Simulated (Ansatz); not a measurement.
Given:

```
CELL_PARAMETERS angstrom
      0.00000     3.08901     3.08901
      3.08901     0.00000     3.08901
      3.08901     3.08901     0.00000
ATOMIC_POSITIONS crystal
  Se 0.00000 0.00000 0.00000
  Pb 0.50000 0.50000 0.50000
```

No spin polarisation.

0.0413 electrons added to each cell, a density of 7.0×10^20 cm⁻³, with a uniform compensating background at fixed cell and a 300 K Fermi–Dirac width.

Calculations: Kohn–Sham DFT with the r2SCAN functional, run in Ansatz (a program for electronic structure) with PAW and 500 eV plane waves, no SOC. Γ-centred 21×21×21 mesh, Fermi–Dirac width 0.0259 eV.

Problem. Predict the Fermi level relative to the doped band's edge (positive inside the band; to 0.05 eV).

Solution. +0.45 eV.

Problem. Predict the gap between the host's bands.

Solution. 0.65 eV.

Problem. What gap character does the calculation give?

Solution. Direct at L.

Charged cell with a jellium background: band edges are those of the host's band count, energies are not comparable with the neutral cell, and many-body gap narrowing is missing. With Pb present, leaving out spin-orbit coupling can change the band edges. Stability against distortions was not tested. The cell was made from PbSe in the rock salt structure (space group Fm-3m, No. 225) by this change: electrons 7.0×10^20 cm⁻³.
